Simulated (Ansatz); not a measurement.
Ag on the 1x1 (0001) surface of hcp Ru, one in a 2x2 cell, energies for each (25.7 Å²). Energies are against an atom of fcc Ag, without zero-point or thermal terms; each row is named by its start.

Calculation: PBE (plane waves to 420 eV, PAW; Ansatz, an electronic-structure program).

Slab: 17 atoms, 6.3 Å thick at the start under the adsorbate (thin: gaps and levels are the slab's own); k 6x6x1, smearing 0.1 eV, dipole-corrected; 8 atoms held, the rest relaxed; each run with such symmetry as its start has; no spin, no spin-orbit, no U, no dispersion correction.

A negative adsorption energy means that the adsorbate is more stable on the surface than in its reference. Starts that drift may end in the same place. Heights count from the host atoms within 0.3 Å of the top one.

| starting site | E_ads (eV) | height (Å) | nearest host atom (Å) | bonded to | Δ work function (eV) | lateral drift (Å) |
|---|---|---|---|---|---|---|
| top Ru | … | 2.49 | Ru 2.55 | Ru | … | 0.0 |
| hollow Ru-Ru-Ru | 0.08 | 2.26 | Ru 2.77 | 3 Ru | -1.27 | 0.0 |
| hollow Ru-Ru-Ru over Ru at depth 2.1 Å | 0.08 | 2.26 | Ru 2.77 | 3 Ru | -1.26 | 0.0 |
| bridge Ru-Ru (span 2.7 Å) | 0.08 | 2.26 | Ru 2.76 | 3 Ru | -1.26 | 0.8 |

Some entries are withheld; supply them.


- top Ru, E_ads (eV): 0.50
- top Ru, Δ work function (eV): -1.31
